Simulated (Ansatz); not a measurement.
System: Ir-vacancy pair (Ir on one host Mo site, one Mo site vacant) in bcc Mo (neutral cell). All values below come from PBE, PAW (plane waves to 420 eV; Ansatz, an electronic-structure program).

36-site cell at the relaxed PBE lattice, a 2×2×3 k-point mesh shifted by half a step, smearing 0.10 eV, spin-restricted, no finite-size correction. No zero-point or tunnelling terms. Spin-orbit coupling is left out. Forms of the defect that were not tried may lie lower.

Barriers: single points on a 3×3×5 k-point mesh shifted by half a step at the bands' geometries (they differ from the bands' own by up to 0.07 eV, and are uncertain by about as much).

Relaxed starting cell (atoms counted from 1):

```
CELL_PARAMETERS angstrom
      9.48245     0.00000     0.00000
      0.00000     9.48245     0.00000
      0.00000     0.00000     6.32164
ATOMIC_POSITIONS crystal
  Ir 0.00085 0.00141 0.00531
  Mo 0.00008 0.00065 0.49695
  Mo 0.00096 0.32805 0.00425
  Mo 0.99981 0.33182 0.50043
  Mo 0.00007 0.66865 0.00138
  Mo 0.00003 0.66743 0.50244
  Mo 0.32745 0.00153 0.00423
  Mo 0.33125 0.00037 0.50039
  Mo 0.33159 0.33215 0.00072
  Mo 0.33142 0.33197 0.49784
  Mo 0.33232 0.66696 0.00178
  Mo 0.33349 0.66505 0.50187
  Mo 0.66804 0.00065 0.00141
  Mo 0.66685 0.00064 0.50241
  Mo 0.66641 0.33290 0.00183
  Mo 0.66447 0.33411 0.50192
  Mo 0.66603 0.66662 0.00400
  Mo 0.66504 0.66565 0.50097
  Mo 0.16778 0.16838 0.74851
  Mo 0.16615 0.49732 0.25136
  Mo 0.16622 0.49879 0.75178
  Mo 0.16809 0.83523 0.25505
  Mo 0.16854 0.83393 0.74977
  Mo 0.49668 0.16675 0.25134
  Mo 0.49819 0.16679 0.75177
  Mo 0.49924 0.49982 0.25190
  Mo 0.49851 0.49907 0.75144
  Mo 0.49957 0.83362 0.25153
  Mo 0.49862 0.83511 0.75266
  Mo 0.83456 0.16868 0.25504
  Mo 0.83334 0.16916 0.74981
  Mo 0.83303 0.50019 0.25156
  Mo 0.83453 0.49921 0.75269
  Mo 0.83213 0.83272 0.25617
  Mo 0.83489 0.83544 0.75091
```

End state 1 differs by these moves (Å; atoms that move under 0.08 Å are left out):

```csv
atom,element,Δx,Δy,Δz
1,Ir,1.55,1.55,1.53
```

Task: Give the forward and backward barriers to end state 1 at the level PBE, PAW.

Result: forward 0.89 eV, backward 0.89 eV; at the saddle point atom 1 has neighbours 4 Mo at 2.67, 2 Mo at 2.69, 6 Mo at 3.36 Å. The saddle point's order was not checked, and it lies on a symmetry element of the cell, where a band can be held.
